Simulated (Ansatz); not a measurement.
**CsCl-type CoAl**

All values below come from HSE06-D3(BJ) (Ansatz, an electronic-structure program, PAW).

Numerical settings: plane-wave cutoff 460 eV, 10×10×10 k mesh, Fermi–Dirac smearing 0.05 eV, no spin polarisation, scalar-relativistic PAW data made under PBE.

Cell (relaxed at this level):

Space group Pm-3m (No. 221); a = b = c = 2.7715 Å, α = β = γ = 90.00°

```
atom  site  symmetry       x       y       z
----  ----  --------  ------  ------  ------
Al      1b      m-3m  0.5000  0.5000  0.5000
Co      1a      m-3m  0.0000  0.0000  0.0000
```

```
Item                                          Value
------------------------------------------  -------
bulk modulus B0                             224 GPa
pressure derivative B′ of the bulk modulus      4.3
```

Measured, for comparison: bulk modulus 162 GPa (room temperature, no zero-point or thermal correction; as tabulated in Yamada et al. (2019), arXiv:1910.09660). Computed (rounded) less measured: bulk modulus +38 %.

Note: the run has no spin polarisation, so it can have missed a magnetic state.

The computed numbers hold no vibrational or temperature effects.

Computing time: about 22 core-minutes (a rough figure).
